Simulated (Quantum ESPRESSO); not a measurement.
Checking a run of Quantum ESPRESSO on ZrSiRu (P-62m, 9 atoms in the cell). The aim is a self-consistent single point with DFT, PBEsol, plane waves, GBRV 1.5 ultrasoft (PBESOL) pseudopotentials.

Cell that was meant: a = 6.6647 Å, b = 6.6647 Å, c = 3.6790 Å, α = 90.00°, β = 90.00°, γ = 120.00°.

Part of the input:

```fortran
Ru    0.244290000    0.000000000    0.000000000
Ru    0.755710000    0.755710000    0.000000000
K_POINTS automatic
1 1 1  0 0 0
```

Log, with long lists cut:

```
     G-vector sticks info
     --------------------
     sticks:   dense  smooth     PW     G-vecs:    dense   smooth      PW
   [... lines left out ...]

     number of k points=     1  Fermi-Dirac smearing, width (Ry)=  0.0073
                       cart. coord. in units 2pi/alat
        k(    1) = (   0.0000000   0.0000000   0.0000000), wk =   2.0000000

     Dense  grid:    92199 G-vectors     FFT dimensions: (  72,  72,  40)

     Smooth grid:    32541 G-vectors     FFT dimensions: (  54,  54,  27)

     Initial potential from superposition of free atoms

     starting charge      92.9921, renormalised to      96.0000

     negative rho (up, down):  4.094E-01 0.000E+00
     Self-consistent Calculation

     iteration #  1     ecut=    40.00 Ry     beta= 0.70

     negative rho (up, down):  4.053E-01 0.000E+00

     total energy              =    -907.80307415 Ry
     estimated scf accuracy    <       3.18119235 Ry

     iteration #  2     ecut=    40.00 Ry     beta= 0.70

     negative rho (up, down):  4.052E-01 0.000E+00

     total energy              =    -907.08396794 Ry
     estimated scf accuracy    <      13.87507818 Ry

     iteration #  3     ecut=    40.00 Ry     beta= 0.70

     negative rho (up, down):  4.067E-01 0.000E+00

     total energy              =    -908.68374004 Ry
     estimated scf accuracy    <       4.99239319 Ry

   [... 7 blocks of this kind left out ...]

     iteration # 11     ecut=    40.00 Ry     beta= 0.70

     negative rho (up, down):  4.095E-01 0.000E+00

     total energy              =    -909.33776615 Ry
     estimated scf accuracy    <       0.00000002 Ry

     iteration # 12     ecut=    40.00 Ry     beta= 0.70

     negative rho (up, down):  4.095E-01 0.000E+00
     End of self-consistent calculation

     the Fermi energy is    17.1454 ev

!    total energy              =    -909.33776615 Ry
     estimated scf accuracy    <          8.0E-10 Ry
     smearing contrib. (-TS)   =      -0.04460763 Ry
     internal energy E=F+TS    =    -909.29315852 Ry

     convergence has been achieved in  12 iterations

     negative rho (up, down):  4.095E-01 0.000E+00

     Forces acting on atoms (cartesian axes, Ry/au):

     atom    1 type  1   force =     0.04961420    0.08593432   -0.00000000
     atom    2 type  1   force =     0.04961420   -0.08593432    0.00000000
     atom    3 type  1   force =    -0.09922841    0.00000000    0.00000000
     atom    4 type  2   force =     0.00000000   -0.00000000    0.00000000
   [... lines left out ...]
     Total force =     0.175411     Total SCF correction =     0.000076
   [... lines left out ...]

     negative rho (up, down):  4.095E-01 0.000E+00
          total   stress  (Ry/bohr**3)                   (kbar)     P=      -40.80
  -0.00052860   0.00000000   0.00000000          -77.76        0.00        0.00
   0.00000000  -0.00052860   0.00000000            0.00      -77.76        0.00
  -0.00000000  -0.00000000   0.00022516           -0.00       -0.00       33.12

   JOB DONE.
```

Problem. Is anything amiss in this input, and did it matter?

Solution. The run is not sound. The fault is a single k-point for a small metallic cell. One k-point cannot sample the Fermi surface of a small cell. To fix it, use a converged k-point mesh. The run converged in 12 iterations without an error; against the sound input the free energy rises by 193 meV/atom, the pressure goes from -1.97 to -4.08 GPa and the largest force goes from 0.050 to 2.551 eV/Å.

The sound input it was made from differs as follows (other fixes are possible):
```diff
-1 1 1  0 0 0
+3 3 5  0 0 0
```

With that input, the run converged in 12 iterations: free energy E − TS -12373.9057 eV; Fermi level (on the code's own zero) 16.83 eV; pressure -1.97 GPa; largest force (vector length) 0.050 eV/Å (DFT, PBEsol, plane waves, GBRV 1.5 ultrasoft (PBESOL) pseudopotentials).

On the sound input: the starting cell comes from a database of computed structures (which also holds hypothetical and non-ambient phases and stackings), without a prior relaxation at this level. Its lattice was rescaled by a random factor within 2.5 % of one. Spin polarisation is off. Without a gap this mesh is coarse (it stands for a supercell whose shortest vector is 18 Å).
